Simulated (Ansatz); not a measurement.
Given:

```
YN
1.0
    3.53931     0.00000     0.00000
    0.00000     3.53931     0.00000
    1.76965    -1.76965     2.42088
N Y
1 1
Direct
  0.00000   0.00000   0.00000
  0.50000   0.50000   0.00000
```

No spin polarisation.

Calculations: r2SCAN/PAW in Ansatz (a first-principles code), spin-orbit coupling left out. k-mesh 12×12×12 (Γ-centred); smearing 0.05 eV (Fermi–Dirac).

Task: What band gap does the calculation give?

Result: 0.48 eV.

Task: Predict the hole mass.

Result: 0.17 mₑ out of plane, 1.1 mₑ in plane (at Γ).

Task: Predict the space group.

Result: I4/mmm (No. 139).

The cells carry an imposed strain or load. Effective masses come from finite differences of ±0.01 Å⁻¹. No phonon test of stability was made. The cell was made from YN in the rock salt structure (space group Fm-3m, No. 225) by this change: biaxial strain +2.24 %, plane normal [001], relaxed out of plane.
